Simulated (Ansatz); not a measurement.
System: LaGaO3 (R-3c, No. 167, 10 atoms in the cell; start mp-3336; a measured phase of this formula has another space group). Method: HSE06+SOC (plane waves, PAW; Ansatz, an electronic-structure program).

Numerical settings: plane-wave cutoff 460 eV, 6×6×6 k mesh, Fermi–Dirac smearing 0.01 eV, PAW data made under PBE.

Cell (relaxed with PBEsol):

```
CELL_PARAMETERS angstrom
      2.76132     1.59425     4.42433
     -2.76132     1.59425     4.42433
      0.00000    -3.18850     4.42433
ATOMIC_POSITIONS crystal
  La 0.25000 0.25000 0.25000
  La 0.75000 0.75000 0.75000
  Ga 0.00000 0.00000 0.00000
  Ga 0.50000 0.50000 0.50000
  O  0.75000 0.18463 0.31537
  O  0.25000 0.81537 0.68463
  O  0.31537 0.75000 0.18463
  O  0.68463 0.25000 0.81537
  O  0.18463 0.31537 0.75000
  O  0.81537 0.68463 0.25000
```

Estimate the band gap and smallest direct gap on the k points sampled that the calculation returns.


- band gap = 5.54 eV (on the SCF k mesh) (indirect)
- smallest direct gap on the k points sampled = 5.65 eV

Note: cell and atoms aren't relaxed at this level (largest force component 0.04 eV/Å, pressure 1.1 GPa).

A start named mp-… is a Materials Project structure, which need not be a measured phase.
